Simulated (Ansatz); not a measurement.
We consider Al2Cu (model structure, started from the Al2Cu type, I4/mcm, No. 140, 6 atoms in the cell), described by LDA (Ansatz, a first-principles code, plane waves, PAW).

Run with plane-wave cutoff 520 eV, 14×14×14 k mesh, Fermi–Dirac smearing 0.05 eV, no spin polarisation, scalar-relativistic PAW data made under PBE.

Cell (relaxed at this level):

```cif
data_Al4Cu2
_chemical_formula_sum 'Al4 Cu2'
_space_group_name_H-M_alt 'P 1'
_space_group_IT_number 1
_cell_length_a 4.83107
_cell_length_b 4.83107
_cell_length_c 4.83107
_cell_angle_alpha 104.139
_cell_angle_beta 104.139
_cell_angle_gamma 120.761
loop_
_space_group_symop_operation_xyz
  'x, y, z'
loop_
_atom_site_label
_atom_site_type_symbol
_atom_site_fract_x
_atom_site_fract_y
_atom_site_fract_z
_atom_site_occupancy
Al1 Al 0.15935 0.65935 0.81871 1
Al2 Al 0.34065 0.15935 0.50000 1
Al3 Al 0.65935 0.84065 0.50000 1
Al4 Al 0.84065 0.34065 0.18129 1
Cu1 Cu 0.75000 0.75000 0.00000 1
Cu2 Cu 0.25000 0.25000 0.00000 1
```

Estimate the bulk modulus that the calculation returns.


* **bulk modulus**: 115 GPa

The run finds no gap.

Note: the bulk modulus is −V dP/dV from two relaxed cells at ±2 % in volume.

The computed numbers hold no vibrational or temperature effects.

A model structure was made by putting elements into a prototype or built by hand; here it ended with the formula and space group of a phase in our tables.
